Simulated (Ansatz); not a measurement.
Take a 16-atom supercell of LiH in the rock salt structure (space group Fm-3m, No. 225; a = 4.0071 Å) at its relaxed geometry as the base.

Computed with PBE (Ansatz, a quantum-chemistry and plane-wave program), scalar-relativistic without spin-orbit coupling.

Base values:

| Item | Value |
|---|---|
| Pressure | 0.0 GPa |

One thing is altered: a neutral Li interstitial (started 1.42 Å from the nearest host atom), atoms relaxed at fixed cell, starting from a slightly rattled geometry.

Predict the new final site of the added atom, largest displacement of a host atom from its site in the perfect cell and pressure.

The final site of the added atom comes out as 4 H at 1.67–1.85 Å; the largest displacement of a host atom from its site in the perfect cell is 0.90 Å; the pressure goes from zero to 6.6 GPa.

Other magnetic orders, which the real material may have, were not ruled out. The cell is small, so the values are those of an ordered compound at a high defect concentration; dilute-limit values will differ. The mesh was chosen for an insulator and is coarse for the gapless case. Seeded moments were not kept for Li interstitial (started 1.42 Å from the nearest host atom). The defect cell is spin-polarised and ends with 0.0 μB.
